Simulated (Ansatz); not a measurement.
Start from BP in the zinc blende structure (space group F-43m, No. 216).

```xyz
2
Lattice="0.0000 2.2453 2.2453 2.2453 0.0000 2.2453 2.2453 2.2453 0.0000" Properties=species:S:1:pos:R:3 pbc="T T T"
B      0.0000     0.0000     0.0000
P      1.1226     1.1226     1.1226
```

Cartesian axes are those of the cell as printed.

Calculations: LDA in Ansatz (plane waves to 420 eV, PAW, no SOC).

Before the change:

Shortest interatomic distance: 1.944 Å
Band gap: 1.14 eV
Valence-band top at Γ: 0.00, 0.00, 0.00 eV

Modification: tensile biaxial strain of 1.67 % in the plane normal to [111], as in epitaxy on a mismatched substrate; the out-of-plane cell vector and the atoms relax.

Problem. Predict the new shortest interatomic distance.

Solution. The shortest interatomic distance increases by 0.0023 Å, from 1.944 Å to 1.947 Å.

Problem. Estimate the effect on the band gap.

Solution. The band gap drops by 0.088 eV, from 1.14 eV to 1.06 eV.

Problem. What does the calculation give for the valence-band top at Γ after the change?

Solution. The valence-band top at Γ (three highest levels, from the VBM) goes from 0.00, 0.00, 0.00 eV to 0.00, -0.16, -0.16 eV.

Problem. Estimate the effect on the energy relative to the base.

Solution. The energy rises by 9.0 meV/atom.

No phonon test of stability was made.

Ansatz is a quantum-chemistry and plane-wave program.
